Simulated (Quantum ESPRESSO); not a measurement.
Worked example: self-consistent single point of LaSiNi4 (Cmmm, 6 atoms in the cell) in Quantum ESPRESSO.

Method of the run: LDA (PZ), GBRV 1.5 ultrasoft (LDA) pseudopotentials (plane waves; Quantum ESPRESSO).

The change in words: lattice scaled by 0.98. Reference geometry:
```
LaSiNi4
1.0
    2.60688    -4.11702     0.00000
    2.60688     4.11702     0.00000
    0.00000     0.00000     3.94953
La Si Ni
1 1 4
Direct
  0.00000   0.00000   0.00000
  0.50000   0.50000   0.50000
  0.34245   0.65755   0.00000
  0.65755   0.34245   0.00000
  0.50000   0.00000   0.50000
  0.00000   0.50000   0.50000
```

Reference input (self-consistent single point, DFT, LDA (PZ), plane waves, GBRV 1.5 ultrasoft (LDA) pseudopotentials): ecutwfc = 50 Ry; ecutrho = 400 Ry; occupations = smearing; smearing = fd; degauss = 0.0073499 Ry; potentials = {La: la_lda_v1.uspp.F.UPF, Si: si_lda_v1.uspp.F.UPF, Ni: ni_lda_v1.4.uspp.F.UPF}; K_POINTS = automatic 6 6 7 0 0 0; conv_thr = 1e-10 Ry. This run's input differs from it in these lines:

```diff
@@ -35,5 +35,5 @@
 CELL_PARAMETERS {angstrom}
-   2.6068800000    -4.1170150000     0.0000000000
-   2.6068800000     4.1170150000     0.0000000000
-   0.0000000000     0.0000000000     3.9495300000
+   2.5547420000    -4.0346750000     0.0000000000
+   2.5547420000     4.0346750000     0.0000000000
+   0.0000000000     0.0000000000     3.8705390000
```

The program printed (abridged):

```
     Self-consistent Calculation

     iteration #  1     ecut=    50.00 Ry     beta= 0.70

     total energy              =   -1224.59187126 Ry
     estimated scf accuracy    <     342.20534015 Ry

     iteration #  2     ecut=    50.00 Ry     beta= 0.70

     total energy              =   -1522.19765185 Ry
     estimated scf accuracy    <     501.09626401 Ry

     iteration #  3     ecut=    50.00 Ry     beta= 0.70

     total energy              =   -1514.05736354 Ry
     estimated scf accuracy    <     140.22824352 Ry

   [... 21 blocks of this kind left out ...]

     iteration # 25     ecut=    50.00 Ry     beta= 0.70

     negative rho (up, down):  5.619E-02 0.000E+00

     total energy              =   -1484.89497886 Ry
     estimated scf accuracy    <          7.5E-10 Ry

     iteration # 26     ecut=    50.00 Ry     beta= 0.70

     negative rho (up, down):  5.619E-02 0.000E+00
     End of self-consistent calculation

     the Fermi energy is    16.7523 ev

!    total energy              =   -1484.89497886 Ry
     estimated scf accuracy    <          5.4E-11 Ry
     smearing contrib. (-TS)   =      -0.00856379 Ry
     internal energy E=F+TS    =   -1484.88641507 Ry

     convergence has been achieved in  26 iterations

     negative rho (up, down):  5.619E-02 0.000E+00

     Forces acting on atoms (cartesian axes, Ry/au):

     atom    1 type  1   force =     0.00000000    0.00000000    0.00000000
     atom    2 type  2   force =     0.00000000    0.00000000    0.00000000
     atom    3 type  3   force =    -0.00000000    0.00612628    0.00000000
     atom    4 type  3   force =    -0.00000000   -0.00612628    0.00000000
     atom    5 type  3   force =     0.00000000    0.00000000    0.00000000
   [... lines left out ...]
     Total force =     0.008664     Total SCF correction =     0.000008
   [... lines left out ...]

     negative rho (up, down):  5.619E-02 0.000E+00
          total   stress  (Ry/bohr**3)                   (kbar)     P=       25.64
   0.00013136   0.00000000   0.00000000           19.32        0.00        0.00
   0.00000000   0.00017390   0.00000000            0.00       25.58        0.00
   0.00000000   0.00000000   0.00021769            0.00        0.00       32.02

   JOB DONE.
```

The run converged in 26 iterations. Against the reference run the free energy drops by 12.4 meV/atom, the pressure goes from -7.04 to 2.56 GPa and the largest force goes from 0.012 to 0.158 eV/Å. The full log also holds: “c_bands:  1 eigenvalues not converged”.

The starting cell comes from a database of computed structures (which also holds hypothetical and non-ambient phases and stackings), without a prior relaxation at this level. For this run, on top of that: lattice scaled by 0.98. Spin polarisation is off.

Cost on one core of a shared machine: roughly 8 min.
